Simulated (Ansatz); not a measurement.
The starting structures come from a database of crystals and need not be the phases stable at ambient conditions.

Given:

```
HfO2
1.0
    3.33360     0.00000     0.00000
    0.00000     6.50500     0.00000
    0.00000     0.00000     5.55640
Hf O
4 8
Direct
  0.75000   0.89213   0.75132
  0.25000   0.10787   0.24868
  0.25000   0.39213   0.74868
  0.75000   0.60787   0.25132
  0.25000   0.65855   0.97921
  0.75000   0.34145   0.02079
  0.75000   0.15855   0.52079
  0.25000   0.84145   0.47921
  0.25000   0.07660   0.86050
  0.75000   0.92340   0.13950
  0.75000   0.57660   0.63950
  0.25000   0.42340   0.36050
```

Space group of this cell: Pnma. The cell is taken as given; by LDA its mean pressure is -13.2 GPa.

Transport runs along the normal of the first two printed cell vectors.

No gap correction and no spin-orbit coupling; mid-gap values are interpolated between computed energies.

Problem. Give the band gap and the smallest decay constant κ at mid-gap that LDA (Ansatz, an electronic-structure program) yields.

Solution. Gap 3.31 eV on a 10×6×6 mesh; κ = 0.417 1/Å, at the zone centre.
